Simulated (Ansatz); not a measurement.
AlAs (F-43m), PBEsol with spin-orbit coupling, rigid bands run with Ansatz (a first-principles code): N_c = 1.75e19 cm⁻³ at 300 K and an electron conductivity mass of 0.327 mₑ.

### Question
For 1e16 electrons per cm³ at 300 K, place the Fermi level, estimate the Seebeck coefficient of a parabolic band with constant τ, and give mobility and conductivity for τ = 10 fs.

### Answer
The level lies k_BT ln(N_c/n) = 0.193 eV below the conduction-band minimum. S ≈ −(k_B/e)[ln(N_c/n) + 5/2] = -859 μV/K, against -853 μV/K from the full bands (mean over directions). μ = eτ/m = 53.8 cm²/(V·s) and σ = neμ = 0.0862 S/cm. τ is assumed, not computed.

Band transport and this doping are assumed; polarons and phonon drag are left out.
